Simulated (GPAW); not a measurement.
Band structure of SiC (P6_3mc, 4 atoms in the cell).

```yaml
crystal:
  lattice:
    - [3.02065, 0.00000, 0.00000]
    - [-1.51032, 2.61596, 0.00000]
    - [0.00000, 0.00000, 4.95847]
  atoms:
    - { symbol: Si, position: [0.33333, 0.66667, 0.49960] }
    - { symbol: Si, position: [0.66667, 0.33333, 0.99960] }
    - { symbol: C, position: [0.33333, 0.66667, 0.87540] }
    - { symbol: C, position: [0.66667, 0.33333, 0.37540] }
```

Method: PBE, GPAW PAW datasets PBE (gpaw-data 1.0.1) (plane waves; GPAW).

Settings: mode = pw; ecut = 950 eV; xc = PBE; kpts = 13 13 7; mesh shift (steps) = 0 0 0; occupations.name = fermi-dirac; occupations.width = 0 eV; nbands = -6; convergence.forces = 0.001 eV/Å; convergence.bands = -4; symmetry.symmorphic = false; symmetry.tolerance = 0.0005; maxiter = 100; bandpath_npoints = 40.

The starting cell comes from a database of computed structures (which also holds hypothetical and non-ambient phases and stackings), without a prior relaxation at this level. Its lattice was rescaled by a random factor within 2.5 % of one.

**Question.** Predict the gap along the standard path and the places of the band edges.

**Answer.** The gap along the path is 2.16 eV, from Γ to K; the smallest direct gap on it is 4.07 eV.

Levels in eV from the top of the valence band on the SCF mesh, bands 5 to 12:
```json
[
 {"point": "Γ", "5": "-1.34", "6": "-0.12", "7": "0.00", "8": "0.00", "9": "5.27", "10": "6.79", "11": "6.99", "12": "6.99"},
 {"point": "M", "5": "-5.63", "6": "-3.45", "7": "-3.44", "8": "-1.21", "9": "2.86", "10": "4.27", "11": "7.31", "12": "7.33"},
 {"point": "K", "5": "-6.30", "6": "-4.21", "7": "-4.21", "8": "-4.01", "9": "2.16", "10": "8.36", "11": "9.12", "12": "9.12"},
 {"point": "A", "5": "-0.73", "6": "-0.73", "7": "-0.73", "8": "-0.73", "9": "6.37", "10": "6.37", "11": "7.64", "12": "7.64"},
 {"point": "L", "5": "-2.53", "6": "-2.53", "7": "-2.39", "8": "-2.39", "9": "3.39", "10": "3.39", "11": "5.48", "12": "5.48"},
 {"point": "H", "5": "-5.93", "6": "-5.93", "7": "-1.77", "8": "-1.77", "9": "5.33", "10": "5.33", "11": "6.11", "12": "6.11"}
]
```
